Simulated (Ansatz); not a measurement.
## The (11-20) surface of hcp Sc in its 1x1 cell, outermost plane spacing 1.66 Å in the ideal cut

The numbers are results of r2SCAN, at the PBE geometry (plane waves to 500 eV, PAW; Ansatz, a first-principles code), not measurements.

Model: 14-atom slab, 10.0 Å thick at the start (thin: gaps and levels are the slab's own), 7x7x1 mesh, Fermi-Dirac 0.1 eV, dipole correction, single point; on the structure that PBE left under its start's symmetry; no spin, no spin-orbit, no U.

The surface energy (mean of both faces) is 1.35 J/m². The work function of the top face is 3.18 eV and the cost is roughly 2.9 core-minutes.
